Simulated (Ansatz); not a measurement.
The parent structure is ZnS in the zinc blende structure (space group F-43m, No. 216; a = 5.3569 Å). Axes: x, y, z lie along the cube axes.

Computed with plane-wave PAW DFT at the PBEsol level (Ansatz, an electronic-structure program, 420 eV), scalar-relativistic without spin-orbit coupling, earlier PAW set.

For the base:

| Item | Result |
|---|---|
| Pressure | -0.01 GPa |

The change: compressive biaxial strain of 0.83 % in the plane normal to [001], as in epitaxy on a mismatched substrate; the out-of-plane cell vector and the atoms relax.

Problem. Estimate the effect on the pressure.

Solution. The pressure (mean of the normal stresses, compression positive) grows by 0.54 GPa (-0.01 GPa → 0.53 GPa).

Problem. Predict the new out-of-plane strain.

Solution. The out-of-plane strain is +0.99 %.

Whether these cells are dynamically stable was not tested.
